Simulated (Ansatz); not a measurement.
Ir (model structure, started from the diamond type, Fd-3m, No. 227, 2 atoms in the cell), treated with LDA (Ansatz, an electronic-structure program, plane waves, PAW).

Run with plane-wave cutoff 520 eV, 18×18×18 k mesh, Fermi–Dirac smearing 0.05 eV, no spin polarisation, scalar-relativistic PAW data made under PBE.

Cell (relaxed at this level):

```yaml
crystal:
  lattice:
    - [0.00000, 2.73742, 2.73742]
    - [2.73742, 0.00000, 2.73742]
    - [2.73742, 2.73742, 0.00000]
  atoms:
    - { symbol: Ir, position: [0.25000, 0.25000, 0.25000] }
    - { symbol: Ir, position: [0.00000, 0.00000, 0.00000] }
```

Estimate the bulk modulus B0 that the calculation returns.


bulk modulus B0: 218 GPa

Note: the run has no spin polarisation, so it can have missed a magnetic state; the bulk modulus is −V dP/dV from two relaxed cells at ±2 % in volume; the relaxation could raise the start's symmetry but not lower it, so the cell can be a saddle point.

Spin–orbit coupling is not included.

The computed numbers hold no vibrational or temperature effects.

A model structure was made by putting elements into a prototype or built by hand; it is no filed structure, need not be a known phase, and can be a saddle point held by its symmetry.
